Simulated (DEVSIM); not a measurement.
Device: abrupt Si n-p junction, at 400 K.

Layer 1 from the left is Si, thickness (μm) 0.730, Nd (cm⁻³) 1.6e19, τn (s) 0.00083, τp (s) 0.00083. Layer 2 from the left is Si, thickness (μm) 280, Na (cm⁻³) 3e13, τn (s) 0.00083, τp (s) 0.00083.

Left contact: ohmic. Right contact: ohmic. Voltage is applied to the left contact. Recombination: SRH at mid-gap, radiative. Mobility is μmin + (μ − μmin)/(1 + (N/Nref)^α).

The device is made up for the run: typed textbook-type constants, with dimensions and the other settings drawn at random. Values at 300 K; Nc and Nv go as T^1.5, mobilities as T to minus their exponent, the gap by Varshni's rule with the affinity fixed.

Si: gap (eV) 1.124, affinity (eV) 4.05, permittivity 11.7, Nc (cm⁻³) 2.86e19, Nv (cm⁻³) 3.1e19, μn (cm²/Vs) 1417, μp (cm²/Vs) 470, μn,min 52, μp,min 45, Nref,n 9.7e16, Nref,p 2.2e17, αn 0.68, αp 0.72, T exponent of μn 2.3, T exponent of μp 2.2, B (cm³/s) 4.7e-15, Varshni α (eV/K) 0.000473, Varshni β (K) 636.

Model (solved in DEVSIM): 1D drift-diffusion, Boltzmann statistics, complete ionisation; no tunnelling, impact ionisation, image-force lowering or self-heating.

What does the simulation give for the potential step across the device at zero bias, the largest field in the device at zero bias, the dark forward voltage at 1 A/cm²?

potential step across the device at zero bias 0.570 V; largest field in the device at zero bias 250000 V/cm; dark forward voltage at 1 A/cm² 0.449 V.
